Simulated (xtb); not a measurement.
xtb 6.7.1, GFN1-xTB: W(NH)(NMe)(OMe)(OSiH3) (C[N]=[W](=[NH])([O]C)[O][SiH3]), 18 atoms. The geometry is a generated start, not checked to be a minimum at this level.

```json
{
  "run_flags": "--grad",
  "method": "GFN1-xTB",
  "--acc": "1 (default)",
  "--etemp (K)": "300 (default)",
  "basis_functions": "64",
  "valence_electrons": "50"
}
```

```xyz
18

W     -0.0587    -0.0872     0.5721
N     -1.4083     0.2460     1.7024
H     -2.2919     0.3940     2.1984
N     -0.6314    -0.0262    -1.1305
C     -1.4198     0.0875    -2.3162
H     -1.3556    -0.8236    -2.9274
H     -2.4796     0.2630    -2.0733
H     -1.0688     0.9244    -2.9338
O      0.7933    -1.7051     0.9393
C      0.9137    -3.0888     0.8163
H      0.8566    -3.3812    -0.2451
H      1.8787    -3.4232     1.2232
H      0.1047    -3.5857     1.3739
O      1.3417     1.2923     0.7795
Si     1.2198     2.8792     0.5502
H      1.3332     3.1893    -0.8917
H      2.3520     3.4872     1.2658
H     -0.0794     3.3582     1.0968
```

Charge 0 and multiplicity 1 are set for this test and not shown to be the ground state.

One run each on 1 thread. Values of broydamp tried: 0.02, 0.05, 0.1, 0.2, 0.4 (default), 0.6, 0.8, 1.

Question: Which value of broydamp needs the fewest SCC iterations, and what happens away from it?

Answer: Fewest SCC iterations, within one of each other: 0.4 (default) with 12, 0.6 with 11, 0.8 with 12, 1 with 12. The count rises to 19 at 0.02. All converge to one solution.

| broydamp | SCC iterations | end |
|---|---|---|
| 0.02 | 19 | same solution |
| 0.05 | 18 | same solution |
| 0.1 | 15 | same solution |
| 0.2 | 13 | same solution |
| 0.4 (default) | 12 | same solution |
| 0.6 | 11 | same solution |
| 0.8 | 12 | same solution |
| 1 | 12 | same solution |
